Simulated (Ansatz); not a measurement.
Results of HSE06-D3(BJ) (Ansatz, an electronic-structure program, plane waves, PAW) for antifluorite K2Te.

Settings: plane-wave cutoff 460 eV, 6×6×6 k mesh, Fermi–Dirac smearing 0.01 eV, scalar-relativistic PAW data made under PBE.

Cell (relaxed at this level):

```xyz
3
Lattice="0.0000 3.9856 3.9856 3.9856 0.0000 3.9856 3.9856 3.9856 0.0000" Properties=species:S:1:pos:R:3 pbc="T T T"
K      1.9928     1.9928     1.9928
K      5.9783     5.9783     5.9783
Te     0.0000     0.0000     0.0000
```

Question: Predict the bulk modulus B0, band gap, smallest direct gap on the k points sampled and pressure derivative B′ of the bulk modulus.

Answer: 
- bulk modulus B0: 16.7 GPa
- band gap: 3.14 eV
- smallest direct gap on the k points sampled: 3.22 eV
- pressure derivative B′ of the bulk modulus: 4.5

Note: the relaxation could not lower the start's symmetry, so the cell can be a saddle point above a distorted one; the volume lies 7 % below that of the published cell.

Spin–orbit coupling is not included; with these elements it can move the gap by several tenths of an eV or more.

Computed values are for the static lattice.

Computing time: roughly 14 core-minutes.
